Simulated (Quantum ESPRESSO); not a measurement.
A user runs Quantum ESPRESSO on Mg6MnFe (Amm2, 8 atoms in the cell) and asks whether the run is sound. The aim is a self-consistent single point with DFT, PBEsol, plane waves, GBRV 1.5 ultrasoft (PBESOL) pseudopotentials.

This input was run:

```fortran
&CONTROL
 calculation = 'scf'
 prefix = 'mg6mnfe'
 outdir = './out'
 pseudo_dir = './'
 tprnfor = .true.
 tstress = .true.
/
&SYSTEM
 ibrav = 0
 nat = 8
 ntyp = 3
 ecutwfc = 50
 ecutrho = 100
 occupations = 'smearing'
 smearing = 'marzari-vanderbilt'
 degauss = 0.0036749
 nspin = 2
 starting_magnetization(2) = 0.267
 starting_magnetization(3) = 0.250
/
&ELECTRONS
 conv_thr = 1.0d-10
 mixing_beta = 0.3
/
ATOMIC_SPECIES
Mg    24.3050  mg_pbesol_v1.4.uspp.F.UPF
Mn    54.9380  mn_pbesol_v1.5.uspp.F.UPF
Fe    55.8450  fe_pbesol_v1.5.uspp.F.UPF
ATOMIC_POSITIONS {crystal}
Mg    0.0000000000    0.3510300000    0.8261300000
Mg    0.0000000000    0.8261300000    0.3510300000
Mg    0.0000000000    0.3336400000    0.3336400000
Mg    0.5000000000    0.1504500000    0.6720900000
Mg    0.5000000000    0.6720900000    0.1504500000
Mg    0.5000000000    0.1665000000    0.1665000000
Mn    0.0000000000    0.8210200000    0.8210200000
Fe    0.5000000000    0.6791400000    0.6791400000
K_POINTS {automatic}
5 4 4  0 0 0
CELL_PARAMETERS {bohr}
   9.0891858170     0.0000000000     0.0000000000
   0.0000000000     5.7241977500    10.0485525273
   0.0000000000    -5.7241977500    10.0485525273
```

Output, abridged:

```
     Message from routine set_cutoff:
     ecutrho < 4*ecutwfc, are you sure?
     Message from routine setup:
     using ibrav=0 with symmetry is DISCOURAGED, use correct ibrav instead
     G-vector sticks info
     --------------------
   [... lines left out ...]
         2        Mg     tau(   2) = (   0.0000000   0.2992090   1.3014096  )
         3        Mg     tau(   3) = (   0.0000000   0.0000000   0.7377116  )
         4        Mg     tau(   4) = (   0.5000000  -0.3285190   0.9093594  )
         5        Mg     tau(   5) = (   0.5000000   0.3285190   0.9093594  )
         6        Mg     tau(   6) = (   0.5000000   0.0000000   0.3681483  )
         7        Mn     tau(   7) = (   0.0000000   0.0000000   1.8153579  )
         8        Fe     tau(   8) = (   0.5000000   0.0000000   1.5016469  )

     number of k points=    21  Marzari-Vanderbilt smearing, width (Ry)=  0.0037
                       cart. coord. in units 2pi/alat
        k(    1) = (   0.0000000   0.0000000   0.0000000), wk =   0.0125000
        k(    2) = (   0.0000000  -0.1984817   0.1130659), wk =   0.0500000
        k(    3) = (   0.0000000   0.3969633  -0.2261317), wk =   0.0250000
   [... 18 lines left out ...]

     Dense  grid:    17689 G-vectors     FFT dimensions: (  30,  40,  40)

     Initial potential from superposition of free atoms

     starting charge      87.6986, renormalised to      91.0000
     Self-consistent Calculation

     iteration #  1     ecut=    50.00 Ry     beta= 0.30

     total energy              =   -1205.83683634 Ry
     estimated scf accuracy    <      16.74811206 Ry

     total magnetization       =     1.93 Bohr mag/cell
     absolute magnetization    =     2.67 Bohr mag/cell

     iteration #  2     ecut=    50.00 Ry     beta= 0.30

     total energy              =   -1210.65287138 Ry
     estimated scf accuracy    <      65.98315695 Ry

     total magnetization       =     0.46 Bohr mag/cell
     absolute magnetization    =     0.52 Bohr mag/cell

   [... lines left out ...]

     iteration # 31     ecut=    50.00 Ry     beta= 0.30

     Magnetic moment per site  (integrated on atomic sphere of radius R)
     atom   1 (R=0.245)  charge=  8.8187  magn= -0.0393
     atom   2 (R=0.245)  charge=  8.8187  magn= -0.0393
     atom   3 (R=0.245)  charge=  8.8319  magn= -0.0028
     atom   4 (R=0.245)  charge=  8.8183  magn= -0.0361
     atom   5 (R=0.245)  charge=  8.8183  magn= -0.0361
     atom   6 (R=0.245)  charge=  8.8202  magn= -0.0044
     atom   7 (R=0.243)  charge= 13.6657  magn=  3.6487
     atom   8 (R=0.243)  charge= 14.8243  magn=  2.6740
     End of self-consistent calculation

     the Fermi energy is     7.3462 ev

!    total energy              =   -1211.81980438 Ry
     estimated scf accuracy    <          5.6E-11 Ry
     smearing contrib. (-TS)   =       0.00000462 Ry
     internal energy E=F+TS    =   -1211.81980899 Ry

     total magnetization       =     6.22 Bohr mag/cell
     absolute magnetization    =     7.13 Bohr mag/cell

     convergence has been achieved in  31 iterations

     Forces acting on atoms (cartesian axes, Ry/au):

     atom    1 type  1   force =     0.00000000    0.00086028   -0.00033908
     atom    2 type  1   force =     0.00000000   -0.00086028   -0.00033908
     atom    3 type  1   force =     0.00000000    0.00000000   -0.00113719
   [... lines left out ...]

     Total force =     0.006306     Total SCF correction =     0.000006

          total   stress  (Ry/bohr**3)                   (kbar)     P=      -15.84
  -0.00016308  -0.00000000   0.00000000          -23.99       -0.00        0.00
  -0.00000000  -0.00010665   0.00000000           -0.00      -15.69        0.00
   0.00000000   0.00000000  -0.00005334            0.00        0.00       -7.85

   JOB DONE.
```

Question: Is anything amiss in this input, and did it matter?

Answer: The results are close to the sound ones and would serve for rough work. The doubtful point is a density cutoff or grid that is too coarse. The charge density holds wave vectors up to twice those of the orbitals (four times the energy cutoff), and augmentation charges need more still. The run converged in 31 iterations without an error; against the sound input the free energy hardly moves (within 1 meV/atom), the pressure stays near -1.58 GPa while the zz stress (positive for compression) goes from -1.10 to -0.78 GPa, the largest force goes from 0.123 to 0.137 eV/Å and the size of the net moment stays at 0.78 μB/atom.

An input that runs soundly differs in these lines (not the only fix; some lines may just follow from the change or write a value another way):
```diff
- ecutrho = 100
+ ecutrho = 400
```

With that input, the run converged in 25 iterations: free energy E − TS -16487.6436 eV; Fermi level (on the code's own zero) 7.33 eV; pressure -1.56 GPa; largest force (vector length) 0.123 eV/Å; size of the cell's spin moment 6.20 μB (DFT, PBEsol, plane waves, GBRV 1.5 ultrasoft (PBESOL) pseudopotentials).

On the sound input: the starting cell comes from a database of computed structures (which also holds hypothetical and non-ambient phases and stackings), without a prior relaxation at this level. The magnetic order is the one reached from the typed start; others were not searched systematically.
